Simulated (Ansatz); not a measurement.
The reference is Lu in the hcp (Mg type) structure (space group P6_3/mmc, No. 194; a = 3.443 Å, c = 5.367 Å; relaxed with 0.1 eV smearing). Axes: x lies along a and z along c of the hexagonal cell.

Method: Ansatz (a quantum-chemistry and plane-wave program), PBEsol, PAW, cutoff 420 eV, no SOC.

Before the change:

| Quantity | Result |
|---|---|
| Pressure | 0.0 GPa |

One thing is altered: the cell is compressed by 0.50 % along z with no lateral relaxation, atoms relaxed at fixed cell.

### Question
What happens to the energy relative to the base and pressure?

### Answer
The energy hardly moves; the pressure (mean of the normal stresses, compression positive) goes from zero to 0.2 GPa.

The cells carry an imposed strain or load. No phonon test of stability was made.
